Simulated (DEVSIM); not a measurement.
Device: abrupt Si p-n junction, at 300 K.

| layer (left to right) | material | thickness (μm) | Nd (cm⁻³) | Na (cm⁻³) | τn (s) | τp (s) |
|---|---|---|---|---|---|---|
| 1 | Si | 74.0 | - | 6e18 | 1.8e-8 | 1.8e-7 |
| 2 | Si | 53.0 | 2.6e17 | - | 1.8e-7 | 1.8e-7 |

Left contact: ohmic. Right contact: ohmic. Voltage is applied to the left contact. Recombination: SRH at mid-gap, Auger. Mobility is constant in doping.

Constants are typed, rounded textbook-type inputs, not results; the design itself was drawn at random and stands for no fabricated device. Values at 300 K.

```tsv
parameter	Si
gap (eV)	1.124
affinity (eV)	4.05
permittivity	11.7
Nc (cm⁻³)	2.86e19
Nv (cm⁻³)	3.1e19
μn (cm²/Vs)	1417
μp (cm²/Vs)	470
Cn (cm⁶/s)	2.8e-31
Cp (cm⁶/s)	9.9e-32
```

Simulated with DEVSIM: 1D drift-diffusion, Boltzmann statistics, complete ionisation; no tunnelling, impact ionisation, image-force lowering or self-heating.

Problem. Give the dark forward current.

Solution. 
(V (V), J (A/cm²)): (0.05, 4.1e-9); (0.10, 1.4e-8); (0.15, 4.2e-8); (0.20, 1.2e-7); (0.25, 3.3e-7); (0.30, 9.7e-7); (0.35, 3.0e-6); (0.40, 1.1e-5); (0.45, 4.6e-5); (0.50, 0.00024); (0.55, 0.0014); (0.60, 0.0093); (0.65, 0.062); (0.70, 0.43); (0.75, 2.9); (0.80, 19); (0.85, 92); (0.90, 300); (0.95, 700); (1.00, 1300); (1.05, 2100)
